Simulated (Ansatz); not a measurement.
Input:

End structure of a constructed model of the (111) surface of fcc Al, a pseudomorphic layer of Mo in the host's stacking (bottom of the slab: a bare face, its two planes held):

```yaml
crystal:
  lattice:
    - [2.85810, 0.00000, 0.00000]
    - [-1.42905, 2.47518, 0.00000]
    - [0.00000, 0.00000, 30.50000]
  atoms:
    - { symbol: Al, position: [0.33333, 0.66667, 0.27022] }
    - { symbol: Al, position: [0.66667, 0.33333, 0.34674] }
    - { symbol: Al, position: [0.00000, 0.00000, 0.42351] }
    - { symbol: Al, position: [0.33333, 0.66667, 0.50131] }
    - { symbol: Al, position: [0.66667, 0.33333, 0.57777] }
    - { symbol: Al, position: [0.00000, 0.00000, 0.65416] }
    - { symbol: Mo, position: [0.33333, 0.66667, 0.72483] }
```

Model: 7-atom slab, 14.0 Å thick at the start with caps and adatoms, 15x15x1 mesh, Fermi-Dirac 0.1 eV, dipole correction, single point; on the structure that PBE left under its start's symmetry; no spin, no spin-orbit, no U. In PBE it is, or lies within 0.01 eV a 1x1 cell of, the lowest of the 2 structures of its composition computed so far; subsurface sites and larger cells were not tried.

Q: What work function of the top face does r2SCAN, at the PBE geometry (Ansatz, an electronic-structure program) give?

A: 5.38 eV
